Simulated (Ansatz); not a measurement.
Consider ZnS in the wurtzite structure (space group P6_3mc, No. 186).

```
CELL_PARAMETERS angstrom
      3.78216     0.00000     0.00000
     -1.89108     3.27545     0.00000
      0.00000     0.00000     6.20765
ATOMIC_POSITIONS crystal
  Zn 0.33333 0.66667 0.00042
  Zn 0.66667 0.33333 0.50042
  S  0.33333 0.66667 0.37458
  S  0.66667 0.33333 0.87458
```

Cartesian axes are those of the cell as printed.

Calculations: PBEsol/PAW in Ansatz (a program for electronic structure), scalar-relativistic without spin-orbit coupling.

Base values:

```
Property                              Value
---------------------  --------------------
Valence-band top at Γ  0.00, 0.00, -0.09 eV
```

It is then changed as follows: the cell is compressed by 0.60 % along z with no lateral relaxation, atoms relaxed at fixed cell.

**Question.** What does the calculation give for the energy relative to the base after the change?

**Answer.** The energy grows by 0.3 meV/atom.

**Question.** How does this affect the valence-band top at Γ?

**Answer.** The valence-band top at Γ (three highest levels, from the VBM) changes from 0.00, 0.00, -0.09 eV to 0.00, 0.00, -0.06 eV.

The levels and masses belong to the bands next to the band gap. The cells carry an imposed strain or load. Whether these cells are dynamically stable was not tested.
